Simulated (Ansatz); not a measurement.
The starting structures come from a database of crystals and need not be the phases stable at ambient conditions.

Inside the gap of an insulator the Bloch states are evanescent, with a wavenumber k + iκ along the transport direction.

Consider the following.

```
CELL_PARAMETERS angstrom
      4.00390     0.00000     0.00000
      0.00000     4.00390     0.00000
      0.00000     0.00000     5.45448
ATOMIC_POSITIONS crystal
  Zn 0.00000 0.00000 0.00000
  Sn 0.50000 0.50000 0.50000
  P  0.00000 0.50000 0.22706
  P  0.50000 0.00000 0.77294
```

Space group of this cell: P-4m2. The cell is strained (lengths along the current scaled by 0.97, ions clamped); by r2SCAN its mean pressure is 2.6 GPa.

Transport runs along the normal of the first two printed cell vectors, the (001) (indices of the unstrained crystal) plane of the conventional cell.

The gap is the functional's own. No spin-orbit coupling. Mid-gap values are interpolated on the energy grid.

Predict the band gap and the smallest decay constant κ at mid-gap from r2SCAN (Ansatz, an electronic-structure program).

Gap 0.88 eV on a 8×8×6 mesh; κ = 0.085 1/Å, at the zone centre.
